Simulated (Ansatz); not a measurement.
Cells marked so need not be the phases stable at ambient conditions, and some may be hypothetical.

The gap is the functional's own. No spin-orbit coupling. Mid-gap values are interpolated on the energy grid.

A. CsBe2BO3F2 (R32, not sure to be the ambient phase, 9 atoms a cell, 14.3 Å³ an atom, -3 GPa at this level), along the normal of (110)
B. Sr$_{2}$MgMoO$_{6}$ (I4/m, not sure to be the ambient phase, 10 atoms a cell, 12.8 Å³ an atom, -7 GPa at this level), along the normal of (100)
C. ReH4NO4 (I4_1/a, not sure to be the ambient phase, 20 atoms a cell, 11.3 Å³ an atom, -3 GPa at this level), along the normal of (001)
D. BaTi(BO3)2 (R-3, not sure to be the ambient phase, 10 atoms a cell, 12.5 Å³ an atom, -5 GPa at this level), along the normal of (110)

Task: Rank these by mid-gap decay constant of the slowest evanescent state (lowest first), as r2SCAN in Ansatz (a first-principles code) gives it.

Result: B (0.31 1/Å), D (0.35 1/Å), A (0.50 1/Å), C (0.59 1/Å)
